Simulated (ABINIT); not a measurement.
Input and output of a self-consistent single point for HgPt3 (Pm-3m, 4 atoms in the cell) (ABINIT)

Method: LDA (PW92), PAW (JTH v2.0 LDA PAW) (plane waves; ABINIT).

This input was run:

```
# HgPt3, JTH v2.0 LDA PAW
pp_dirpath "./"
pseudos "Hg.LDA_PW-JTH.xml, Pt.LDA_PW-JTH.xml"
acell 7.5267281318 7.5267281318 7.5267281318
rprim
         1.0000000000    0.0000000000    0.0000000000
         0.0000000000    1.0000000000    0.0000000000
         0.0000000000    0.0000000000    1.0000000000
natom 4
ntypat 2
znucl 80 78
typat 1 2 2 2
xcart
         0.0000000000    0.0000000000    0.0000000000
         0.0000000000    3.7633640659    3.7633640659
         3.7633640659    0.0000000000    3.7633640659
         3.7633640659    3.7633640659    0.0000000000
ecut 42 Ry
pawecutdg 84 Ry
ixc 7
occopt 3
tsmear 0.136 eV
nband 28
kptopt 1
ngkpt 7 7 7
nshiftk 1
shiftk 0 0 0
nstep 100
toldfe 1.0e-09
prtwf 0
prtden 0
enunit 1
```

Log, with long lists cut:

```
 Symmetries : space group Pm -3 m (#221); Bravais cP (primitive cubic)

 -outvars: echo values of preprocessed input variables --------
            acell      7.5267281318E+00  7.5267281318E+00  7.5267281318E+00 Bohr
             ecut      2.10000000E+01 Hartree
           enunit           1
              ixc           7
         kptrlatt        7    0    0      0    7    0      0    0    7
          kptrlen      5.26870969E+01
            natom           4
            nband          28
            ngfft          32      32      32
          ngfftdg          45      45      45
             nkpt          20
            nstep         100
             nsym          48
           ntypat           2
           occopt           3
        pawecutdg      4.20000000E+01 Hartree
          spgroup         221
           toldfe      1.00000000E-09 Hartree
           tsmear      4.99790825E-03 Hartree
            typat      1  2  2  2
           useylm           1
             xred      0.0000000000E+00  0.0000000000E+00  0.0000000000E+00
                       0.0000000000E+00  5.0000000000E-01  5.0000000000E-01
                       5.0000000000E-01  0.0000000000E+00  5.0000000000E-01
                       5.0000000000E-01  5.0000000000E-01  0.0000000000E+00
            znucl       80.00000   78.00000

== DATASET  1 ==================================================================

 Exchange-correlation functional for the present dataset will be:
  LDA: Perdew-Wang 92 LSD fit to Ceperley-Alder data - ixc=7
 Citation for XC functional:
  J.P.Perdew and Y.Wang, PRB 45, 13244 (1992)

 Real(R)+Recip(G) space primitive vectors, cartesian coordinates (Bohr,Bohr^-1):
 R(1)=  7.5267281  0.0000000  0.0000000  G(1)=  0.1328599  0.0000000  0.0000000
 R(2)=  0.0000000  7.5267281  0.0000000  G(2)=  0.0000000  0.1328599  0.0000000
 R(3)=  0.0000000  0.0000000  7.5267281  G(3)=  0.0000000  0.0000000  0.1328599
 Unit cell volume ucvol=  4.2640147E+02 bohr^3
 Angles (23,13,12)=  9.00000000E+01  9.00000000E+01  9.00000000E+01 degrees

 Coarse grid specifications (used for wave-functions):

 getcut: wavevector=  0.0000  0.0000  0.0000  ngfft=  32  32  32
         ecut(hartree)=     21.000   => boxcut(ratio)=   2.06096

 Fine grid specifications (used for densities):

 getcut: wavevector=  0.0000  0.0000  0.0000  ngfft=  45  45  45
         ecut(hartree)=     42.000   => boxcut(ratio)=   2.00381

   5.61370147E+03                                ecore*ucvol(ha*bohr**3)

_setup2: Arith. and geom. avg. npw (full set) are    1958.825    1958.812

--- !BeginCycle
solver: {iscf: 17, nstep: 100, nline: 4, wfoptalg: 10, }
tolerances: {toldfe: 1.00E-09, }
...

     iter   Etot(hartree)      deltaE(h)  residm     nres2
 ETOT  1  -123.50830177321    -1.235E+02 1.348E-01 3.245E+01
 ETOT  2  -124.10822284666    -5.999E-01 1.230E-01 2.440E+01
 ETOT  3  -123.96649327741     1.417E-01 8.364E-03 6.590E+00
 ETOT  4  -123.98282988914    -1.634E-02 4.059E-03 4.862E+00
 ETOT  5  -123.99166860640    -8.839E-03 2.570E-03 8.161E+00
 ETOT  6  -124.02886928323    -3.720E-02 1.618E-03 2.780E+01
   [... 21 lines left out ...]
 ETOT 28  -123.95707816482     1.026E-07 8.041E-06 3.951E-06
 ETOT 29  -123.95707820085    -3.603E-08 7.725E-06 4.727E-08
 ETOT 30  -123.95707820187    -1.026E-09 5.589E-06 7.731E-08
 ETOT 31  -123.95707820251    -6.368E-10 5.346E-06 1.473E-07
 ETOT 32  -123.95707820206     4.476E-10 3.881E-06 1.586E-08

 At SCF step   32, etot is converged :
  for the second time, diff in etot=  4.476E-10 < toldfe=  1.000E-09

 Cartesian components of stress tensor (hartree/bohr^3)
  sigma(1 1)=  2.64315877E-05  sigma(3 2)=  0.00000000E+00
  sigma(2 2)=  2.64315877E-05  sigma(3 1)=  0.00000000E+00
  sigma(3 3)=  2.64315877E-05  sigma(2 1)=  0.00000000E+00

 ----iterations are completed or convergence reached----

 reduced coordinates (array xred) for    4 atoms
       0.000000000000      0.000000000000      0.000000000000
       0.000000000000      0.500000000000      0.500000000000
       0.500000000000      0.000000000000      0.500000000000
       0.500000000000      0.500000000000      0.000000000000
 cartesian forces (eV/Angstrom) at end:
    1     -0.00000000000000    -0.00000000000000    -0.00000000000000
    2     -0.00000000000000    -0.00000000000000    -0.00000000000000
    3     -0.00000000000000    -0.00000000000000    -0.00000000000000
    4     -0.00000000000000    -0.00000000000000    -0.00000000000000
 frms,max,avg= 0.0000000E+00 0.0000000E+00   0.000E+00  0.000E+00  0.000E+00 e/A
 length scales=  7.526728131800  7.526728131800  7.526728131800 bohr
              =  3.982972982602  3.982972982602  3.982972982602 angstroms
 Fermi (or HOMO) energy (eV) =   8.50450   Average Vxc (eV)= -12.35515
 Eigenvalues (   eV  ) for nkpt=  20  k points:
 kpt#   1, nband= 28, wtk=  0.00292, kpt=  0.0000  0.0000  0.0000 (reduced coord)
  -1.97103    0.07458    0.07458    0.50985    0.50985    0.50985    1.80980    3.94187
   3.94187    3.94187    5.12741    5.12741    7.31341    7.31341    7.31341    7.87667
   7.87667    8.59953    9.05176    9.05176    9.05176    9.64693    9.64693    9.64693
  14.70859   16.22892   16.22892   18.88122
 prteigrs : prtvol=0 or 1, do not print more k-points.

--- !EnergyTerms
comment             : Components of total free energy in Hartree
kinetic             :  3.53915386618717E+01
hartree             :  1.11926009510378E+01
xc                  : -1.19725938256277E+01
Ewald energy        : -1.34765629035869E+02
psp_core            :  1.31652959237285E+01
local_psp           : -4.39871764260399E+01
spherical_terms     :  7.02753134563789E+00
internal            : -1.23948432405261E+02
'-kT*entropy'       : -8.36636284886708E-03
total_energy        : -1.23956798768110E+02
total_energy_eV     : -3.37303603333581E+03
...

-Cartesian components of stress tensor (GPa)         [Pressure= -7.7764E-01 GPa]
- sigma(1 1)=  7.77644027E-01  sigma(3 2)=  0.00000000E+00
- sigma(2 2)=  7.77644027E-01  sigma(3 1)=  0.00000000E+00
- sigma(3 3)=  7.77644027E-01  sigma(2 1)=  0.00000000E+00

 Calculation completed.
```

The run converged in 32 iterations.

The starting cell comes from a database of computed structures (which also holds hypothetical and non-ambient phases and stackings), without a prior relaxation at this level. Its lattice was rescaled by a random factor within 2.5 % of one. Spin polarisation is off.

These are the values that this program gave, and no reference: the one-centre exchange-correlation terms come from a truncated expansion.

Cost on one core of a shared machine: roughly 80 s.
